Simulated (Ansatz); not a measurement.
# Worked example: self-consistent single point of TlGeCl3 (Cm, 5 atoms in the cell) in Ansatz

Method: LDA (PW92), default PAW files made with PBE (plane waves; Ansatz, a first-principles code).

Input:

Ansatz 0.2 input:
```yaml
crystal:
  lattice:
    - [3.77601500, -3.72118600, 0.00000000]
    - [3.77601500, 3.72118600, 0.00000000]
    - [-0.10039900, 0.00000000, 5.29436800]
  atoms:
    - { symbol: Tl, position: [0.98921600, 0.98921600, 1.00042400] }
    - { symbol: Ge, position: [0.48050000, 0.48050000, 0.53254000] }
    - { symbol: Cl, position: [0.02002000, 0.49696000, 0.52311000] }
    - { symbol: Cl, position: [0.49696000, 0.02002000, 0.52311000] }
    - { symbol: Cl, position: [0.50313000, 0.50313000, 0.99439000] }
basis:
  ecutwfc: 420.0 eV
kpoints:
  mp_grid: { grid: [4, 4, 4] }
hamiltonian:
  xc: lda
  pseudopotentials: { kind: paw }
scf:
  occupations: { method: fixed }
output:
  forces: true
  eigenvalues: true
  stress: true
```

Log, with long lists cut:

```
WARN ansatz: RAYON_NUM_THREADS=1 ignored (pool sized by the plan → 1); use --threads N
Pseudopotentials: kind: paw
Pseudopotential: Tl, paw, valence charge 13
Pseudopotential: Ge, paw, valence charge 14
Pseudopotential: Cl, paw, valence charge 7
Crystal: 5 atoms, lattice volume = 148.785 Å³
Basis set: ecut = 420 eV, 2921 PW (Γ)
Bands: 29, of which v1, the nominal top of the filled ones, is band 24 counted from 1 (23 counted from 0)
Symmetry: 2 space group operations
Space group: Cm (ITA 8), of the structure as read, at distance tolerance 5.3e-5 Å
k-points: 24 of 64 (time reversal used)
PAW frozen core: Tl, regenerated for the run's functional, and the local potential with it
PAW frozen core: Ge, regenerated for the run's functional, and the local potential with it
PAW frozen core: Cl, regenerated for the run's functional, and the local potential with it
Initial density: superposition of atomic densities (neutral atoms: chi_scale 0, normalization atom), corrected by the library's trained network
Initial wavefunctions: pseudopotential atomic-orbital guess
Eigensolver: davidson
Functional: x = slater, c = lda
SCF iter   1: F=—  HF=-18498.323864 eV  |F-HF|=—  |Δ(HF+E_count)|=         —  Δρ=5.48e-3  dr2=4.77e-2  ethr=1.77e-3  ⟨swp⟩=4.6  Hψ=2534  notcnv=0  defer=45
all-band conjugate gradients solve this SCF's bands
preconditioner: auto → Resta (q_TF=auto, 2.259 Å⁻¹)
SCF iter   2: F=—  HF=-18498.307118 eV  |F-HF|=—  |Δ(HF+E_count)|=   1.67e-2  Δρ=2.72e-3  dr2=8.91e-3  ethr=9.94e-5  ⟨swp⟩=2.7  Hψ=1314  notcnv=0  defer=71
SCF iter   3: F=—  HF=-18498.304542 eV  |F-HF|=—  |Δ(HF+E_count)|=   2.58e-3  Δρ=5.57e-4  dr2=4.36e-4  ethr=1.86e-5  ⟨swp⟩=3.0  Hψ=1296  notcnv=0  defer=72
SCF iter   4: F=—  HF=-18498.304501 eV  |F-HF|=—  |Δ(HF+E_count)|=   4.03e-5  Δρ=1.86e-4  dr2=5.41e-5  ethr=9.09e-7  ⟨swp⟩=2.0  Hψ=1230  notcnv=0  defer=57
SCF iter   5: F=—  HF=-18498.304461 eV  |F-HF|=—  |Δ(HF+E_count)|=   4.07e-5  Δρ=7.24e-5  dr2=1.13e-5  ethr=1.13e-7  ⟨swp⟩=2.0  Hψ=1230  notcnv=0  defer=25
SCF iter   6: F=—  HF=-18498.304462 eV  |F-HF|=—  |Δ(HF+E_count)|=   1.46e-6  Δρ=1.37e-5  dr2=5.68e-7  ethr=2.35e-8  ⟨swp⟩=2.2  Hψ=954  notcnv=0  defer=25
SCF iter   7: F=-18498.304462 eV  HF=-18498.304462 eV  |F-HF|=4.69e-9  |Δ(HF+E_count)|=   3.23e-9  Δρ=3.36e-6  dr2=3.55e-8  ethr=2.08e-10  ⟨swp⟩=11.2  Hψ=3676  notcnv=0
SCF 1 converged in 7 iterations: F = -18498.304462 eV  dr2 = 3.55e-8
SCF converged after 7 iterations
Free energy (F): -18498.304462 eV
Harris-Foulkes:  -18498.304462 eV  (|F-HF|=4.69e-9)
Internal energy: -18498.304462 eV  (E = F + TS)
E sigma→0 (E₀):  -18498.304462 eV
Fermi energy:    4.317039 eV
--- Per-component energies (eV) ---
  E_band       = -343.680022
  E_kinetic    = 919.074657
  E_local      = -4775.103797  (includes V_loc(G=0)·N_el)
  E_nonlocal   = 828.399529
  E_hartree    = 1910.658244
  E_xc         = -618.538414
  E_vxc        = -567.704487  (∫ρ·V_xc dr)
  E_paw        = -13675.612005  (= ΣΔE_a)
  E_vpaw       = -569.661241  (= ΣTr[D̂ρ^β])
  E_aug_tail   = 0.000616  (compensation charges beyond the density's cutoff)
  E_ewald      = -3089.521533
  E_core_change = 2.338241  (= ΣΔE_core)
  E_smearing   = -0.000000  (= −TS)
  E_closure    = 0.000000  (closes the sum)
  Σ components = -18498.304462   (vs F -18498.304462, Δ=0.00e0)
--- Forces (eV/Å), atoms counted from 1 ---
  atom   1  Tl    -0.05702670     0.00000000    -0.08492717
  atom   2  Ge    -0.11788596     0.00000000     0.11208362
  atom   3  Cl     0.08415129    -0.07596716     0.04976330
  atom   4  Cl     0.08415129     0.07596716     0.04976330
  atom   5  Cl     0.00659384     0.00000000    -0.12667468
  max |Σ_I F_I| component: 1.63e-5 eV/Å
--- Stress (GPa, compression-positive) ---
       -2.726517      -0.000000      -0.039485
       -0.000000      -2.797559       0.000000
       -0.039485       0.000000      -2.726786
  P = ⅓ Tr σ = -2.7503 GPa (-27.503 kbar)
  The stress holds the Pulay correction. Without it, at fixed plane waves, as pw.x and ABINIT print it: P = -2.7616 GPa
--- Band table (eV; the first three rows and the last of 24) ---
  k-point 0: bands = ["-20.8364", "-20.8355", "-20.8130", "-20.8127", "-20.8009", "-11.6134", "-10.7025", "-10.6867", "-7.3360", "-7.3357", "-7.3348", "-7.3315", "-7.3314", "-2.8935", "-1.4307", "-1.3229", "-1.2653", "-0.7850", "1.1959", "1.2011", [...]
  k-point 1: bands = ["-20.8364", "-20.8347", "-20.8129", "-20.8128", "-20.8010", "-11.5243", "-10.7817", "-10.6992", "-7.3390", "-7.3373", "-7.3346", "-7.3336", "-7.3307", "-3.4040", "-1.6038", "-1.2315", "-1.2057", "0.2525", "1.0434", "1.1020", [...]
  k-point 2: bands = ["-20.8364", "-20.8338", "-20.8128", "-20.8127", "-20.8010", "-11.4012", "-10.9114", "-10.6958", "-7.3423", "-7.3400", "-7.3378", "-7.3326", "-7.3283", "-3.7304", "-1.7670", "-1.1273", "-1.0976", "0.8129", "0.8683", "1.1968", [...]
  k-point 23: bands = ["-20.8338", "-20.8331", "-20.8127", "-20.8125", "-20.8011", "-11.0801", "-10.9301", "-10.9162", "-7.3290", "-7.3282", "-7.3280", "-7.3246", "-7.3245", "-5.2767", "-1.3208", "-0.1341", "-0.0771", "-0.0662", "0.7167", "0.7501", [...]
```

The run converged in 7 iterations.

The starting cell comes from a database of computed structures (which also holds hypothetical and non-ambient phases and stackings), without a prior relaxation at this level. Its lattice was rescaled by up to half a per cent. One atom was moved a little off its site on purpose. Spin-orbit coupling is off. Ansatz's pressure includes its estimate of the finite-basis (Pulay) stress.
